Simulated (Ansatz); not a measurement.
An Ansatz (an electronic-structure program) input (plane-wave PAW DFT at the PBEsol-D3(BJ) level (Ansatz, 420 eV), no spin-orbit coupling):

Ansatz 0.2 input:
```yaml
crystal:
  lattice:
    - [1.9263754477, 1.1121933833, 3.3451732153]
    - [-1.9263754477, 1.1121933833, 3.3451732153]
    - [0, -2.2243867667, 3.3451732153]
  atoms:
    - { symbol: As, position: [0.2328070966, 0.2328070966, 0.2328070966] }
    - { symbol: As, position: [0.7671929034, 0.7671929034, 0.7671929034] }
basis: { ecutwfc: 420, ecutrho_ratio: 4, xc_grid: 2, fft_grid_basis: typed }
kpoints: { mp_grid: { grid: [19, 19, 19] } }
hamiltonian:
  xc: pbesol
  dispersion: d3bj
  pseudopotentials: { kind: paw }
scf: { occupations: { method: fermi_dirac, width: 0.1 }, convergence: { dr2_threshold: 0.0000000002 } }
relax: { f_tol: 0.005, max_steps: 50 }
output: { forces: true, stress: true }
checkpoint: { write: state.ck, write_every: 1000 }
```

**Question.** Which symmetry and how many k-points will the program report, and about how many plane waves at Γ?

**Answer.** Space group R-3m (ITA 166) with 12 operations, k-points 670 of 6859, and 851 plane waves at Γ.

**Question.** And the final pressure?

**Answer.** -5.07 GPa (compression positive).

The cells carry an imposed strain or load. Stability against distortions was not tested. The cell was made from As in the A7 type structure (space group R-3m, No. 166; layered) by this change: isotropic strain +2.88 %.
